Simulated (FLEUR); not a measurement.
Worked example: self-consistent single point of Ca3AsP (Pm-3m, 5 atoms in the cell) in FLEUR.

Method of the run: PBEsol, all-electron FLAPW (FLEUR), scalar-relativistic valence run with FLEUR.

The change in words: lattice scaled by 0.98. Reference geometry:
```
CELL_PARAMETERS angstrom
      5.42485     0.00000     0.00000
      0.00000     5.42485     0.00000
      0.00000     0.00000     5.42485
ATOMIC_POSITIONS crystal
  Ca 0.00000 0.50000 0.50000
  Ca 0.50000 0.00000 0.50000
  Ca 0.50000 0.50000 0.00000
  P  0.00000 0.00000 0.00000
  As 0.50000 0.50000 0.50000
```

Reference input (self-consistent single point, DFT, PBEsol, all-electron FLAPW (FLEUR), scalar-relativistic valence): Kmax = 4.2 1/bohr; GmaxXC = 12.6 1/bohr; xcFunctional = PBEs; jspins = 1; l_soc = F; mode = gauss; fermiSmearingEnergy = 0.00183747 Htr; mesh (inpgen div1-3) = 4 4 4; inpgen gamma flag = true; Gmax = 12.6 1/bohr; numbands = 0; maxIterBroyd = 99. This run's input differs from it in these lines:

```diff
@@ -3,5 +3,5 @@
 &input film=f /
-10.2514807672 0.0000000000 0.0000000000
-0.0000000000 10.2514807672 0.0000000000
-0.0000000000 0.0000000000 10.2514807672
+10.0464511518 0.0000000000 0.0000000000
+0.0000000000 10.0464511518 0.0000000000
+0.0000000000 0.0000000000 10.0464511518
 1.0
@@ -47,5 +47,5 @@
          <bravaisMatrix>
-            <row-1>   10.2514807672000003     0.0000000000000000     0.0000000000000000</row-1>
-            <row-2>    0.0000000000000000    10.2514807672000003     0.0000000000000000</row-2>
-            <row-3>    0.0000000000000000     0.0000000000000000    10.2514807672000003</row-3>
+            <row-1>   10.0464511517999995     0.0000000000000000     0.0000000000000000</row-1>
+            <row-2>    0.0000000000000000    10.0464511517999995     0.0000000000000000</row-2>
+            <row-3>    0.0000000000000000     0.0000000000000000    10.0464511517999995</row-3>
          </bravaisMatrix>
```

Output, abridged:

```
 Iteration:     1   Distance:       5.66279710 me/bohr^3
 Iteration:     2   Distance:       5.10216358 me/bohr^3
 Iteration:     3   Distance:       2.71208517 me/bohr^3
 Iteration:     4   Distance:       1.34955124 me/bohr^3
 Iteration:     5   Distance:       1.09231567 me/bohr^3
   [... 9 lines left out ...]
 Iteration:    15   Distance:       0.00011946 me/bohr^3
 Iteration:    16   Distance:       0.00005941 me/bohr^3
 Iteration:    17   Distance:       0.00001197 me/bohr^3
 Iteration:    18   Distance:       0.00000189 me/bohr^3
 Run finished successfully
 Stop message:
   Structural relaxation: Done

[file out, last iteration]
             iter=     19
[...]
          total density-effective poten   -7.3899275455E+03
          total charge density-energy d   -2.1081467138E+02
 Updated energy parameters for spin:           1
[...]
 fermi energy and band-weighting factors:

[...]
FERMIE:
          first approx. to ef    (T=0)  :   0.162269 htr   (energy of the highest occ. eigenvalue)
          number of occ. states  (T=0)  :        250
          first approx. to seigv (T=0)  : -30.354629 htr
          sum of weights of occ. states :  25.000000
          sum of semicore charge        :   0.000000 e
          fermi energy=   0.16590 har   work function=  -4.51440 ev
          number of valence electrons=  50.00000
     band-weighting factor for spin=    1
   [... lines left out ...]
          total moment                 =     0.00000
 Direct bandgap for spin            1 :    6.7794014069793018E-003  Htr
 ---->    free energy=                     -4639.8056362633 htr
   [... lines left out ...]
 TOTAL FORCE FOR ATOM TYPE=  1  X=  0.000   Y=  5.023   Z=  5.023
                       FX_TOT= 0.000000 FY_TOT= 0.000000 FZ_TOT= 0.000000
 TOTAL FORCE FOR ATOM TYPE=  2  X=  0.000   Y=  0.000   Z=  0.000
                       FX_TOT= 0.000000 FY_TOT= 0.000000 FZ_TOT= 0.000000
 TOTAL FORCE FOR ATOM TYPE=  3  X=  5.023   Y=  5.023   Z=  5.023
                       FX_TOT= 0.000000 FY_TOT= 0.000000 FZ_TOT= 0.000000
 Structural relaxation: Done
```

The run converged in 18 iterations. FLEUR gives forces in its relaxation mode, with a further iteration, so its stop message speaks of a relaxation. Against the reference run the total energy drops by 4.5 meV/atom.

The starting cell comes from a database of computed structures (which also holds hypothetical and non-ambient phases and stackings), without a prior relaxation at this level. For this run, on top of that: lattice scaled by 0.98. Values depend on the basis (sphere radii, cutoffs, local orbitals), which need not be converged.

Cost on one core of a shared machine: roughly 4 min.
